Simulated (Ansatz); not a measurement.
Density of states of RbTlS2O8 (R32, 12 atoms in the cell).

```yaml
crystal:
  lattice:
    - [2.42539, 1.40030, 8.52811]
    - [-2.42539, 1.40030, 8.52811]
    - [0.00000, -2.80060, 8.52811]
  atoms:
    - { symbol: Rb, position: [0.00000, 0.00000, 0.00000] }
    - { symbol: Tl, position: [0.50000, 0.50000, 0.50000] }
    - { symbol: S, position: [0.24145, 0.24145, 0.24145] }
    - { symbol: S, position: [0.75855, 0.75855, 0.75855] }
    - { symbol: O, position: [0.29743, 0.29743, 0.29743] }
    - { symbol: O, position: [0.70257, 0.70257, 0.70257] }
    - { symbol: O, position: [0.06660, 0.77354, 0.49445] }
    - { symbol: O, position: [0.49445, 0.06660, 0.77354] }
    - { symbol: O, position: [0.77354, 0.49445, 0.06660] }
    - { symbol: O, position: [0.50555, 0.22646, 0.93340] }
    - { symbol: O, position: [0.22646, 0.93340, 0.50555] }
    - { symbol: O, position: [0.93340, 0.50555, 0.22646] }
```

Computed with PBEsol, default PAW files made with PBE (plane waves; Ansatz, a first-principles code).

SCF settings: kpoints.mp_grid.grid = 4 4 4; hamiltonian.xc = pbesol; hamiltonian.pseudopotentials = {kind: paw} (the program's default PAW files); scf.occupations.method = fixed. Keys of the DOS step: output.dos.nscf_kmesh.grid = 6 6 6.

The starting cell comes from a database of computed structures (which also holds hypothetical and non-ambient phases and stackings), without a prior relaxation at this level. Its lattice was rescaled by a random factor within 2.5 % of one. Spin-orbit coupling is off.

Total DOS (both spins), as means of the tabulated values in each energy bin; the zero is the program's Fermi level or highest filled level, and the curve is cut to this window:

```tsv
E (eV)	states/eV/cell
-7.80	11.4
-7.40	4.51
-7.00	3.50
-6.60	3.04
-6.20	2.68
-5.80	9.83
-5.40	10.2
-5.00	0.00
-4.60	0.00
-4.20	0.62
-3.80	4.38
-3.40	8.26
-3.00	7.45
-2.60	13.9
-2.20	14.9
-1.80	0.73
-1.40	1.51
-1.00	4.59
-0.60	12.2
-0.20	11.5
0.20	0.00
0.60	0.00
1.00	0.00
1.40	0.00
1.80	0.00
2.20	0.00
2.60	5.00
3.00	0.00
3.40	0.00
```

The gap on the SCF mesh is 2.49 eV.

Keys are those of Ansatz 0.2.
